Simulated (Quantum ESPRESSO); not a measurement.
**Short convergence ladders for FeO (R3m, 4 atoms in the cell)**

```
CELL_PARAMETERS angstrom
      1.52629    -0.88121     4.98485
      0.00000     1.76241     4.98485
     -1.52629    -0.88121     4.98485
ATOMIC_POSITIONS crystal
  Fe 0.00334 0.00334 0.00334
  Fe 0.50000 0.50000 0.50000
  O  0.25000 0.25000 0.25000
  O  0.75000 0.75000 0.75000
```
Moments meant for the start (each program seeds them in its own way; μB, in the order of the atoms Fe Fe O O): 4.0 -4.0 0.0 0.0.

Base method: PBEsol, PSlibrary PAW (PBE) pseudopotentials (plane waves; Quantum ESPRESSO).

Base settings: ecutwfc = 55 Ry; ecutrho = 330 Ry; occupations = smearing; smearing = fermi-dirac; degauss = 0.000734986 Ry; nspin = 2; input_dft = pbesol; K_POINTS = automatic 4 4 4 0 0 0; conv_thr = 1e-09 Ry; mixing_beta = 0.3.

The count of work is k-points × plane waves × bands × iterations; it is no time. Core times come from one kind of shared machine, to one figure; runs under 30 s give none.

**The plane-wave cutoff**

Moved along: ecutrho.

The mesh stays at the base's, so the ladder's end is converged at best in this setting alone.

Only quantities that move along the ladder and can be compared are tabulated.

| ecutwfc | free energy less the last step's (meV/atom) | pressure (GPa) | largest difference of a force vector from the last step's (eV/Å) | count of work / last | core time / last (rough) |
|---|---|---|---|---|---|
| 19 Ry | 8988.31 | -442.27 | 0.288 | 0.094 | 0.3 |
| 22 Ry | 4237.79 | -256.34 | 0.145 | 0.089 | 0.4 |
| 25 Ry | 1938.46 | -143.31 | 0.043 | 0.15 | 0.3 |
| 30 Ry | 511.64 | -54.17 | 0.041 | 0.20 | 0.8 |
| 38 Ry | 71.13 | -16.38 | 0.003 | 0.29 | 0.8 |
| 55 Ry | 10.61 | -10.92 | 0.001 | 0.59 | 1 |
| 82 Ry | 0.00 | -10.73 | 0.000 | 1.0 | 1 |

Coarsest ecutwfc that holds the pressure within 0.5 GPa of the last step, with all finer ones: 55 Ry; the step before is off by 5.7 GPa.

Coarsest ecutwfc that holds the free energy within 5 meV/atom: not settled: the last two steps still differ by 11 meV/atom, over half the tolerance, so the ladder does not show it.

Coarsest ecutwfc that holds the forces within 0.01 eV/Å of the last step, with all finer ones: 38 Ry, at 0.29 of the last step's count of work; the step before is off by 0.041 eV/Å.

At the lowest cutoff the pressure lies 432 GPa under the last step's, the usual sign of Pulay stress in an incomplete plane-wave basis.

**The cutoff for other potential files**

Level: DFT, PBEsol, plane waves, PSlibrary PAW (PBE, semicore) pseudopotentials.

In this ladder: pseudopotentials = {Fe1: Fe.pbe-spn-kjpaw_psl.1.0.0.UPF, Fe2: Fe.pbe-spn-kjpaw_psl.1.0.0.UPF, O: O.pbe-n-kjpaw_psl.0.1.UPF}. Moved along: ecutrho.

The second cell is the first with its lattice scaled by 0.98.

The mesh stays at the base's, so the ladder's end is converged at best in this setting alone.

Only quantities that move along the ladder and can be compared are tabulated.

| ecutwfc | free energy less the last step's (meV/atom) | energy of the compressed cell less the first (meV/atom) | pressure (GPa) | largest difference of a force vector from the last step's (eV/Å) | count of work / last | core time / last (rough) |
|---|---|---|---|---|---|---|
| 36 Ry | 3859.61 | -5.20 | -355.60 | 0.084 | 0.17 | 0.1 |
| 56 Ry | 79.71 | -19.50 | -11.93 | 0.002 | 0.43 | 0.2 |
| 68 Ry | 51.29 | -19.60 | -12.80 | 0.002 | 0.65 | 0.3 |
| 96 Ry | 0.00 | -19.45 | -10.34 | 0.000 | 1.0 | 1 |

Coarsest ecutwfc that holds the forces within 0.02 eV/Å of the last step, with all finer ones: 56 Ry, at 0.43 of the last step's count of work and about 0.2 of the last step's time; the step before is off by 0.084 eV/Å.

Coarsest ecutwfc that holds the free energy within 5 meV/atom: not settled: the last two steps still differ by 51 meV/atom, over half the tolerance, so the ladder does not show it.

Coarsest ecutwfc that holds the pressure within 1 GPa: not settled: the last two steps still differ by 2.5 GPa, over half the tolerance, so the ladder does not show it.

At the lowest cutoff the pressure lies 345 GPa under the last step's, the usual sign of Pulay stress in an incomplete plane-wave basis.

**The density cutoff**

The second cell is the first with its lattice scaled by 0.98.

The mesh stays at the base's, so the ladder's end is converged at best in this setting alone.

Only quantities that move along the ladder and can be compared are tabulated.

```csv
ecutrho,free energy less the last step's (meV/atom),energy of the compressed cell less the first (meV/atom),pressure (GPa),largest difference of a force vector from the last step's (eV/Å),core time / last (rough)
110 Ry,-9.83,-20.04,-9.88,0.019,0.5
220 Ry,-0.04,-20.78,-10.92,0.000,0.7
330 Ry,0.01,-20.77,-10.92,0.000,1
550 Ry,0.00,-20.77,-10.93,0.000,1
```

Coarsest ecutrho that holds the free energy within 2 meV/atom of the last step, with all finer ones: 220 Ry; the step before is off by 9.8 meV/atom.

Coarsest ecutrho that holds the forces within 0.01 eV/Å of the last step, with all finer ones: 220 Ry; the step before is off by 0.019 eV/Å.

Coarsest ecutrho that holds the pressure within 0.05 GPa of the last step, with all finer ones: 220 Ry; the step before is off by 1.0 GPa.

The energy difference between the two cells stays within 1 meV/atom of the last step's from 110 Ry on, the total only from 220 Ry on: much of the error is common to both cells and cancels.

On the base run: the starting cell has typed, rounded lattice constants, without a prior relaxation at this level. Its lattice was rescaled by up to half a per cent. One atom was moved a little off its site on purpose. The magnetic order is the one reached from the typed start; others were not searched systematically. In the base run, with a pressure of about -11 GPa the cell is away from its equilibrium volume at this level. Without a gap this mesh is coarse (it stands for a supercell whose shortest vector is 12 Å).
